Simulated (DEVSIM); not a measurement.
Device: Si p-i-n diode, at 400 K.

```csv
layer (left to right),material,thickness (μm),Nd (cm⁻³),Na (cm⁻³),τn (s),τp (s)
1,Si,0.270,-,2.2e17,0.0001,0.0001
2,Si,0.530,3.3e11,-,0.0001,0.0001
3,Si,1.90,2.3e17,-,0.0001,0.0001
```

Left contact: ohmic. Right contact: ohmic. Voltage is applied to the left contact. Recombination: SRH at mid-gap. Mobility is μmin + (μ − μmin)/(1 + (N/Nref)^α).

The device is made up for the run: typed textbook-type constants, with dimensions and the other settings drawn at random. Values at 300 K; Nc and Nv go as T^1.5, mobilities as T to minus their exponent, the gap by Varshni's rule with the affinity fixed. The table also holds parameters that only a changed run uses.

| parameter | Si |
|---|---|
| gap (eV) | 1.124 |
| affinity (eV) | 4.05 |
| permittivity | 11.7 |
| Nc (cm⁻³) | 2.86e19 |
| Nv (cm⁻³) | 3.1e19 |
| μn (cm²/Vs) | 1417 |
| μp (cm²/Vs) | 470 |
| μn,min | 52 |
| μp,min | 45 |
| Nref,n | 9.7e16 |
| Nref,p | 2.2e17 |
| αn | 0.68 |
| αp | 0.72 |
| T exponent of μn | 2.3 |
| T exponent of μp | 2.2 |
| Cn (cm⁶/s) | 2.8e-31 |
| Cp (cm⁶/s) | 9.9e-32 |
| Varshni α (eV/K) | 0.000473 |
| Varshni β (K) | 636 |

DEVSIM, 1D drift-diffusion, Boltzmann statistics, complete ionisation; no tunnelling, impact ionisation, image-force lowering or self-heating.

Base results: dark forward voltage at 1 A/cm² (V) 0.398; potential step across the device at zero bias (V) 0.730; dark forward voltage at 100 A/cm² (V) 0.561.

Problem. What follows from this one change: doping Nd of layer 3 2.3e+17 → 6.9e+16 cm^-3?

Solution. dark forward voltage at 1 A/cm² 0.398 → 0.392 V; potential step across the device at zero bias 0.730 → 0.688 V; dark forward voltage at 100 A/cm² 0.561 → 0.555 V.

Problem. What follows from this one change: thickness of layer 3 1.9 → 9.5 μm?

Solution. dark forward voltage at 1 A/cm² little changed (0.400 V); potential step across the device at zero bias little changed (0.730 V); dark forward voltage at 100 A/cm² 0.561 → 0.570 V.

Problem. What follows from this one change: constant mobility in place of the doping-dependent one?

Solution. dark forward voltage at 1 A/cm² 0.398 → 0.368 V; potential step across the device at zero bias little changed (0.730 V); dark forward voltage at 100 A/cm² 0.561 → 0.531 V.
